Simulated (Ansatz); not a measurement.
Data:

```
CELL_PARAMETERS angstrom
      0.01425     2.50052     2.50052
      2.50052     0.01425     2.50052
      2.51477     2.51477     0.00000
ATOMIC_POSITIONS crystal
  Hf 0.00000 0.00000 0.00000
  O  0.24905 0.24905 0.25095
  O  0.75095 0.75095 0.74905
```

No spin polarisation.

Method: LDA in Ansatz (plane waves to 420 eV, PAW, spin-orbit coupling left out). k-mesh 11×11×11 (Γ-centred); smearing 0.05 eV (Fermi–Dirac).

Predict the stress, band gap and gap character.

The stress (xx, yy, zz, yz, xz, xy; compression positive) is (0.01, 0.01, 0.01, 0.00, 0.00, -0.85) GPa and the band gap is 3.66 eV. The gap character comes out as direct at X.

Spin-orbit coupling, missing from the scalar runs, can matter with Hf. The cells carry an imposed strain or load. Stability against distortions was not tested. The cell was made from HfO2 in the fluorite structure (space group Fm-3m, No. 225) by this change: tensor shear ε_xy = +0.57 %. This is not the structure that HfO2 has at room temperature and ambient pressure.

Ansatz is a quantum-chemistry and plane-wave program.
